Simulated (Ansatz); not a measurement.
Mg2SnO4 (Pbam, No. 55, 14 atoms in the cell; start mp-755856) was calculated with G0W0@PBEsol in Ansatz (plane waves, hard PAW, contour deformation).

The same calculation (at the PBEsol cell, 11.158 Å³/atom) with different numerical settings; throughout: response cutoff 70 eV, empty bands 382:

```json
[
 {"run": "1", "k mesh": "2×2×4", "quasiparticle gap on the mesh (eV)": "4.656", "quasiparticle gap at Γ (eV)": "4.734"},
 {"run": "2", "k mesh": "4×2×6", "quasiparticle gap on the mesh (eV)": "4.670", "quasiparticle gap at Γ (eV)": "4.746"},
 {"run": "3", "k mesh": "4×2×8", "quasiparticle gap on the mesh (eV)": "4.669", "quasiparticle gap at Γ (eV)": "4.745"},
 {"run": "4", "k mesh": "6×4×10", "quasiparticle gap on the mesh (eV)": "4.661", "quasiparticle gap at Γ (eV)": "4.737"}
]
```

In the column quasiparticle gap on the mesh (eV) the first row differs from the last by -0.005 and the next to last by +0.008.

The last row is no converged limit: other settings stay fixed.

Spin–orbit coupling is not included.

Note: filled d or f shells below the valence bands can shift G0W0 gaps through exchange with them, which wasn't tested here.

A start named mp-… is a Materials Project structure, which need not be a measured phase.

Ansatz is a first-principles code.
